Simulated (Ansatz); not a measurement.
Consider SnTe in the rock salt structure (space group Fm-3m, No. 225; a = 6.3702 Å). Axes: x, y, z lie along the cube axes.

Level of theory: r2SCAN (Ansatz, a first-principles code, PAW, no spin-orbit coupling).

A first run, uniaxial strain ε_zz = +2.01 %, gives secant values C11 ≈ 110 GPa and C12 ≈ 3.2 GPa from its stress. A second run applies biaxial strain −0.90 %, plane normal [001], relaxed out of plane.

### Question
What does linear elasticity predict for −ε⊥/ε∥ in the second run, and what does the run give?

### Answer
Linear elasticity: 2 C12/C11 = 0.06. The run gives 0.05; any difference comes from nonlinear terms at these strains and numerical noise.

No phonon test of stability was made.
